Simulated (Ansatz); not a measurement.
## BaS: band gap against strain

BaS (rock salt, Fm-3m, 33.212 Å³/atom at rest, cube axes along x, y and z) under an equal strain ε along all three axes. PBE in Ansatz, a plane-wave DFT program (PAW, default set), 420 eV, 9×9×9 Γ-centred mesh, Fermi-Dirac smearing 0.05 eV; ions are relaxed within the symmetry of each cell. Gaps are the smallest over the k-mesh and a band path, without spin-orbit coupling; in all rows the valence edge lies at Γ and the conduction edge at about 1.0 Å⁻¹ from Γ.

Here s stands for strain and Eg for gap.

```csv
strain (%),gap (eV)
-1.50,2.17
-1.00,2.19
-0.50,2.21
0.00,2.23
0.50,2.25
1.00,2.27
1.50,2.29
3.00,?
```

The 7 complete rows are fitted with a straight line, Eg against s. Means: s 0, Eg 2.230. About the means, the sum of products is 0.28000 and the sum of squares of s is 7.0000; the slope is their ratio. Least squares gives Eg = 2.230 + 0.0400·s. Residuals (row less fit): 0.000, 0.000, 0.000, 0.000, 0.000, 0.000, 0.000; standard error 0.000 (degrees of freedom: 5). Over these rows the gap moves by 4.0 ± 0.1 eV per unit strain, or 1.3 eV per unit of ln V.

Q: Estimate the missing Eg (s = 3.00); what did the run itself give?

A: Eg = 2.230 + 0.0400 × 3.0 = 2.350 eV. The calculation gives 2.33 eV, 0.020 eV below the prediction (12.5 % of the range of Eg in the table). The row lies outside the fitted rows, so this is an extrapolation. The fitted rows scatter only by rounding.

Other structures, which can take over under pressure, weren't tried. Rows are the converged runs of the series near zero and its far end; series whose fitted rows scatter by over a few per cent of the range, as at a crossing or softening among them, aren't shown in this form. Most that stay on the fit to the last digits aren't either.
